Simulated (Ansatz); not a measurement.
The parent structure is Mg$_{2}$Sn (space group Fm-3m, No. 225; a = 6.7460 Å).

Computed with plane-wave PAW DFT at the PBEsol level (Ansatz, a quantum-chemistry and plane-wave program, 420 eV), no spin-orbit coupling.

| level | band gap |
|---|---|
| PBEsol | zero |

Measured: band gap 0.36 eV (temperature not stated; as listed in Byungki Ryu et al., Journal of the Korean Physical Society (2019)).

Computed minus measured — band gap: PBEsol -0.36 eV. Measured values not marked as corrected hold thermal and zero-point effects that the static-lattice runs lack. A measured gap can be an optical one, lowered by exciton binding. Levels without spin-orbit coupling miss its effect on the gap.

Stability against distortions was not tested.
